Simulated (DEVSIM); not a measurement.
Structure: abrupt In0.53Ga0.47As p-n junction, at 400 K.

| layer (left to right) | material | thickness (μm) | Nd (cm⁻³) | Na (cm⁻³) | τn (s) | τp (s) |
|---|---|---|---|---|---|---|
| 1 | In0.53Ga0.47As | 15.0 | - | 4e17 | 4.9e-10 | 4.9e-10 |
| 2 | In0.53Ga0.47As | 2.20 | 3.9e16 | - | 4.9e-10 | 4.9e-10 |

Left contact: ohmic. Right contact: ohmic. Voltage is applied to the left contact. Recombination: SRH at mid-gap, Auger. Mobility is constant in doping.

Constants are typed, rounded textbook-type inputs, not results; the design itself was drawn at random and stands for no fabricated device. Values at 300 K; Nc and Nv go as T^1.5, mobilities as T to minus their exponent, the gap by Varshni's rule with the affinity fixed.

```csv
parameter,In0.53Ga0.47As
gap (eV),0.74
affinity (eV),4.51
permittivity,13.9
Nc (cm⁻³),2.1e17
Nv (cm⁻³),7.7e18
μn (cm²/Vs),12000
μp (cm²/Vs),300
T exponent of μn,1.6
T exponent of μp,1.6
Cn (cm⁶/s),5e-29
Cp (cm⁶/s),5e-29
Varshni α (eV/K),0.00035
Varshni β (K),190
```

Simulated with DEVSIM: 1D drift-diffusion, Boltzmann statistics, complete ionisation; no tunnelling, impact ionisation, image-force lowering or self-heating.

The doping Nd of layer 2 was swept, all else fixed.

| doping Nd of layer 2 (cm^-3) | potential step across the device at zero bias (V) | dark forward voltage at 1 A/cm² (V) | dark forward voltage at 100 A/cm² (V) | largest field in the device at zero bias (V/cm) |
|---|---|---|---|---|
| 1.2e15 | 0.400 | 0.075 | 0.319 | 37000 |
| 3.9e15 | 0.440 | 0.105 | 0.328 | 40000 |
| 1.2e16 | 0.479 | 0.139 | 0.343 | 47000 |
| 3.9e16 | 0.520 | 0.174 | 0.366 | 68000 |
| 1.2e17 | 0.558 | 0.200 | 0.382 | 110000 |

From the first row to the last the potential step across the device at zero bias goes from 0.400 to 0.558. From the first row to the last the dark forward voltage at 1 A/cm² goes from 0.075 to 0.200.
